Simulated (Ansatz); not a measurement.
The reference is Ru in the hcp (Mg type) structure (space group P6_3/mmc, No. 194; relaxed with 0.1 eV smearing).

```xyz
2
Lattice="2.6756 0.0000 0.0000 -1.3378 2.3171 0.0000 0.0000 0.0000 4.2237" Properties=species:S:1:pos:R:3 pbc="T T T"
Ru     1.3378     0.7724     3.1678
Ru     0.0000     1.5447     1.0559
```

Level of theory: LDA in Ansatz (plane waves to 420 eV, PAW, no spin-orbit coupling).

Strains are applied to the cell and any free atomic positions relax.

One change was made to it. Results:

The energy increases by 50 meV/atom; the pressure (mean of the normal stresses, compression positive) goes from zero to -18.9 GPa.

Question: What was done to the base?
(A) isotropic strain +2.00 %
(B) isotropic strain −0.50 %
(C) isotropic strain +1.00 %

Answer: A, isotropic strain +2.00 %. For comparison, the energy relative to the base in the other runs: isotropic strain −0.50 % gives +3.4 meV/atom; isotropic strain +1.00 % gives +13 meV/atom.

Stability against distortions was not tested. The final runs are not spin-polarised.

Ansatz is an electronic-structure program.
